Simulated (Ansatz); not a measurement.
Functionals compared on the (100) surface of bcc Li in its 1x1 cell, outermost plane spacing 1.72 Å in the ideal cut, in Ansatz (plane waves, PAW). The structure was relaxed with PBE; the other rows are single points on it, each with its references at the same level. Cutoff 420 eV (500 eV for r2SCAN).

Model: 7-atom slab, 10.3 Å thick at the start (thin: gaps and levels are the slab's own), 11x11x1 mesh, Fermi-Dirac 0.1 eV, dipole correction, all atoms relaxed; start symmetry kept, larger cells not searched; no spin, no spin-orbit, no U. These notes are the PBE run's.

```
functional  surface energy (J/m²)  work function of the top face (eV)          rough cost of the single point
----------  ---------------------  ----------------------------------  --------------------------------------
PBE                          0.47                                3.04                                       –
LDA                          0.52                                3.12  about 12 core-seconds (a rough figure)
PBEsol                       0.49                                3.06  about 11 core-seconds (a rough figure)
RPBE                          ___                                 ___  about 11 core-seconds (a rough figure)
r2SCAN                       0.47                                3.03  about 21 core-seconds (a rough figure)
```

Question: Some entries are withheld; supply them.

Answer: 
- RPBE, surface energy (J/m²): 0.43
- RPBE, work function of the top face (eV): 3.00

Ansatz is a program for electronic structure.
